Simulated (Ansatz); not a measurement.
We consider GaN (I4mm, No. 107, 2 atoms in the cell; start mp-2646978; a measured phase of this formula has another space group), described by HSE06+SOC (Ansatz, a first-principles code, plane waves, PAW).

Numerical settings: plane-wave cutoff 460 eV, 12×12×12 k mesh, Fermi–Dirac smearing 0.01 eV, PAW data made under PBE.

Cell (relaxed with PBEsol):

```
GaN
1.0
   -1.42744     1.42744     2.46777
    1.42744    -1.42744     2.46777
    1.42744     1.42744    -2.46777
Ga N
1 1
Cartesian
  0.00000   0.00000   3.73222
  0.00000   0.00000   1.77092
```

Predict the band gap and smallest direct gap on the k points sampled.


band gap: 1.44 eV (indirect)
smallest direct gap on the k points sampled: 3.23 eV

Note: cell and atoms aren't relaxed at this level (pressure -1.2 GPa).

Static lattice: no zero-point or thermal effects.

A start named mp-… is a Materials Project structure, which need not be a measured phase.
